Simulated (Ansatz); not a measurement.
Start from GaSb in the zinc blende structure (space group F-43m, No. 216; a = 6.111 Å).

It is then changed as follows: every Sb is replaced by P, then cell and atoms are relaxed.

Levels (all Ansatz, a program for electronic structure, PAW): PBEsol (420 eV, scalar-relativistic without spin-orbit coupling); r2SCAN (500 eV, spin-orbit coupling left out); HSE06 (420 eV, without spin-orbit coupling).

At the geometry relaxed with PBEsol, these levels gave the following band gaps, in shuffled order: (a) 1.83 eV, (b) 1.45 eV, (c) 2.24 eV.

Match each gap to its level.

(a) r2SCAN; (b) PBEsol; (c) HSE06.

Single points use the geometry relaxed with PBEsol. The hybrid gap comes from the SCF mesh plus the semilocal run's edge points and a few special points and is an upper bound. Whether these cells are dynamically stable was not tested. The final runs are not spin-polarised.
